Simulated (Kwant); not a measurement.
Computed with Kwant: Hückel tight-binding model, one pz orbital an atom, one spin, coherent transport at 0 K. Conductance is in e²/h.

Model system: π system c1ccc2c(c1)oc1ccccc12 between two chain leads. The π system is taken as planar. Atoms are numbered from 0 in the order of the SMILES. Site energies (eV, carbon 0): [0.0, 0.0, 0.0, 0.0, 0.0, 0.0, -4.8, 0.0, 0.0, 0.0, 0.0, 0.0, 0.0]. Bonds (i, j, β in eV): (0,1,-2.4) (1,2,-2.4) (2,3,-2.4) (3,4,-2.4) (4,5,-2.4) (4,6,-1.92) (6,7,-1.92) (7,8,-2.4) (8,9,-2.4) (9,10,-2.4) (10,11,-2.4) (11,12,-2.4) (5,0,-2.4) (12,7,-2.4) (12,3,-2.4). Leads: chains of hopping −3.6 eV, joined by −0.72 eV to atoms 1 and 2.

Site energies and bond integrals are typed Hückel values.

Sweep values stay those of the base run.

One input was changed, with this effect: transmission at E = 0 0.0041 → 1.7e-5.

Q: Which change was it?
(A) contacts moved from atoms [1, 2] to [1, 10]
(B) contacts moved from atoms [1, 2] to [0, 2]
(C) contacts moved from atoms [1, 2] to [0, 5]
(D) contacts moved from atoms [1, 2] to [1, 5]
(E) contacts moved from atoms [1, 2] to [0, 10]
(F) contacts moved from atoms [1, 2] to [0, 9]

A: E, contacts moved from atoms [1, 2] to [0, 10]
